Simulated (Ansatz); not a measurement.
**ZnSe: response to strain**

Start from ZnSe in the zinc blende structure (space group F-43m, No. 216; a = 5.666 Å). Axes: x, y, z lie along the cube axes.

Strains are applied to the cell and any free atomic positions relax; under biaxial strain the out-of-plane vector relaxes too.

Level of theory: Ansatz (a quantum-chemistry and plane-wave program) r2SCAN, no spin-orbit coupling, earlier PAW set.

Candidates:
(a) strain tensor (xx, yy, zz, yz, xz, xy) = (+0.17, +0.67, +0.95, +0.27, −0.33, +0.32) %
(b) tensor shear ε_yz = +2.84 %
(c) uniaxial strain ε_yy = −1.76 %
(d) biaxial strain −1.58 %, plane normal [001], relaxed out of plane

For the base:

| Property | Result |
|---|---|
| Band gap | 1.86 eV |

Order them by band gap, lowest first.

(b) tensor shear ε_yz = +2.84 % (1.65 eV), (a) strain tensor (xx, yy, zz, yz, xz, xy) = (+0.17, +0.67, +0.95, +0.27, −0.33, +0.32) % (1.75 eV), (d) biaxial strain −1.58 %, plane normal [001], relaxed out of plane (1.87 eV), (c) uniaxial strain ε_yy = −1.76 % (1.89 eV)

Whether these cells are dynamically stable was not tested.
